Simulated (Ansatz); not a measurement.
Take KMgF3 in the cubic perovskite structure (space group Pm-3m, No. 221) as the base.

```xyz
5
Lattice="3.9913 0.0000 0.0000 0.0000 3.9913 0.0000 0.0000 0.0000 3.9913" Properties=species:S:1:pos:R:3 pbc="T T T"
K      0.0000     0.0000     0.0000
Mg     1.9957     1.9957     1.9957
F      1.9957     0.0000     1.9957
F      0.0000     1.9957     1.9957
F      1.9957     1.9957     0.0000
```

Cartesian axes are those of the cell as printed.

Calculations: PBEsol/PAW in Ansatz (a quantum-chemistry and plane-wave program), spin-orbit coupling left out.

Base values:

Band gap: 7.12 eV

The change: a pure shear with ε_xy = ε_yx = 0.0167; the atoms relax in the strained cell.

Task: How does this affect the energy relative to the base?

Result: The energy grows by 2.0 meV/atom.

Task: What does the calculation give for the band gap after the change?

Result: The band gap decreases by 0.02 eV to 7.10 eV.

Whether these cells are dynamically stable was not tested.
